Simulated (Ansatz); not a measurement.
Functionals compared on O on the 1x1 (110) surface of bcc Ta, one in a 2x2 cell, started at the site 'hollow Ta-Ta-Ta', in Ansatz (plane waves, PAW). The structure was relaxed with PBE; the other rows are single points on it, each with its references at the same level. Cutoff 420 eV (500 eV for r2SCAN).

Slab: 17 atoms, 6.8 Å thick at the start under the adsorbate (thin: gaps and levels are the slab's own); k 5x5x1, smearing 0.1 eV, dipole-corrected; 8 atoms held, the rest relaxed; start symmetry kept, larger cells not searched; no spin, no spin-orbit, no U, no dispersion correction. At the end it is bonded to 3 Ta. In PBE it is, or lies within 0.03 eV of, the lowest of the starts that converged. These notes are the PBE run's. Adsorption energies are against ½ O2(g). A negative adsorption energy means that the adsorbate is more stable on the surface than in its reference.

```json
[
 {"functional": "PBE", "adsorption energy (eV)": "-4.86", "work function of the top face (eV)": "4.46", "change of the work function (eV)": "-0.31", "rough cost of the single point": "–"},
 {"functional": "RPBE", "adsorption energy (eV)": "-4.60", "work function of the top face (eV)": "4.31", "change of the work function (eV)": "-0.34", "rough cost of the single point": "very roughly 70 core-seconds"},
 {"functional": "r2SCAN", "adsorption energy (eV)": "___", "work function of the top face (eV)": "___", "change of the work function (eV)": "___", "rough cost of the single point": "very roughly 120 core-seconds"}
]
```

Question: Complete the blanks.

Answer: 
- r2SCAN, adsorption energy (eV): -5.29
- r2SCAN, work function of the top face (eV): 4.50
- r2SCAN, change of the work function (eV): -0.37

Ansatz is a program for electronic structure.
